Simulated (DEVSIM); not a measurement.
Device: abrupt Ge n-p junction, at 300 K.

| layer (left to right) | material | thickness (μm) | Nd (cm⁻³) | Na (cm⁻³) | τn (s) | τp (s) |
|---|---|---|---|---|---|---|
| 1 | Ge | 1.30 | 5.5e15 | - | 0.00097 | 0.00097 |
| 2 | Ge | 14.0 | - | 1.1e15 | 0.00097 | 0.00097 |

Left contact: ohmic. Right contact: ohmic. Voltage is applied to the left contact. Recombination: SRH at mid-gap. Mobility is μmin + (μ − μmin)/(1 + (N/Nref)^α).

The device is made up for the run: typed textbook-type constants, with dimensions and the other settings drawn at random. Values at 300 K.

| parameter | Ge |
|---|---|
| gap (eV) | 0.664 |
| affinity (eV) | 4 |
| permittivity | 16 |
| Nc (cm⁻³) | 1.04e19 |
| Nv (cm⁻³) | 6e18 |
| μn (cm²/Vs) | 3900 |
| μp (cm²/Vs) | 1900 |
| μn,min | 150 |
| μp,min | 100 |
| Nref,n | 2.6e17 |
| Nref,p | 4e17 |
| αn | 0.56 |
| αp | 0.6 |

Simulated with DEVSIM: 1D drift-diffusion, Boltzmann statistics, complete ionisation; no tunnelling, impact ionisation, image-force lowering or self-heating.

### Question
Tabulate band edges, carrier densities and field at -0.65 V on the left contact.

### Answer
Energies count from the Fermi level of the right contact; mesh points crowd at the junctions.

| x (μm) | Ec (eV) | Ev (eV) | n (cm⁻³) | p (cm⁻³) | field (V/cm) |
|---|---|---|---|---|---|
| 0.000 | 0.845 | 0.181 | 5.5e15 | 7.9e10 | -330 |
| 0.02769 | 0.844 | 0.180 | 5.6e15 | 1.1e14 | -330 |
| 0.09054 | 0.842 | 0.178 | 5.8e15 | 3.4e14 | -320 |
| 0.2187 | 0.838 | 0.174 | 6.3e15 | 7.7e14 | -280 |
| 0.6500 | 0.828 | 0.164 | 7.4e15 | 2.0e15 | -210 |
| 1.017 | 0.821 | 0.157 | 8.3e15 | 2.8e15 | -170 |
| 1.179 | 0.819 | 0.155 | 8.4e15 | 3.2e15 | -57 |
| 1.272 | 0.821 | 0.157 | 7.5e15 | 3.8e15 | 760 |
| 1.301 | 0.824 | 0.160 | 6.5e15 | 4.5e15 | 1500 |
| 1.330 | 0.827 | 0.163 | 5.7e15 | 5.1e15 | 700 |
| 1.399 | 0.829 | 0.165 | 5.1e15 | 5.8e15 | 25 |
| 1.629 | 0.826 | 0.162 | 4.9e15 | 6.0e15 | -170 |
| 2.041 | 0.819 | 0.155 | 4.8e15 | 5.9e15 | -170 |
| 3.001 | 0.802 | 0.138 | 4.7e15 | 5.8e15 | -180 |
| 6.243 | 0.741 | 0.077 | 4.1e15 | 5.2e15 | -200 |
| 10.65 | 0.642 | -0.022 | 3.1e15 | 4.2e15 | -260 |
| 13.25 | 0.563 | -0.101 | 2.0e15 | 3.1e15 | -370 |
| 14.37 | 0.515 | -0.149 | 1.3e15 | 2.3e15 | -520 |
| 14.99 | 0.474 | -0.190 | 6.1e14 | 1.6e15 | -870 |
| 15.18 | 0.456 | -0.208 | 3.2e14 | 1.3e15 | -1100 |
| 15.26 | 0.447 | -0.217 | 1.3e14 | 1.2e15 | -1200 |
| 15.30 | 0.442 | -0.222 | 4.0e11 | 1.1e15 | -1200 |
